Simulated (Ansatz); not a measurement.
hypothetical P-3m1 Ca3P2 with two functionals, uniaxial stress, 1 GPa compression along z

Start from Ca3P2 (space group P-3m1, No. 164; a = 4.675 Å, c = 7.039 Å; a hypothetical phase, not in the database extracts checked). Axes: x lies along a and z along c of the hexagonal cell.

(Cell as relaxed with PBE.)

Levels (all Ansatz, a first-principles code, PAW): PBE (420 eV, no spin-orbit coupling); r2SCAN (500 eV, no spin-orbit coupling).

Each level relaxes its own structure.

| base | PBE | r2SCAN |
|---|---|---|
| volume per atom | 26.65 Å³ | 26.52 Å³ |
| lattice parameter a | 4.675 Å | 4.670 Å |
| band gap | 1.39 eV | 1.68 eV |

Now apply this change: uniaxial stress, 1 GPa compression along z; all other stress components relax to zero.

```tsv
quantity	PBE	r2SCAN
electron mass	0.39 mₑ along z, 0.57 mₑ across (at K)	0.40 mₑ along z, 0.56 mₑ across (at K)
hole mass	0.17 mₑ along z, 0.90 mₑ across (at Γ)	0.19 mₑ along z, 0.94 mₑ across (at Γ)
volume per atom	25.52 Å³	25.42 Å³
```

PBE's volume per atom lies 0.10 Å³ above r2SCAN's (0.4 %). Neither level is exact; r2SCAN is the comparison here, not a measurement.

Load acts through the strain it causes; cell and atoms are relaxed under it. Masses are band curvatures over ±0.01 Å⁻¹ around the edge. Stability under load was not tested beyond the relaxation.
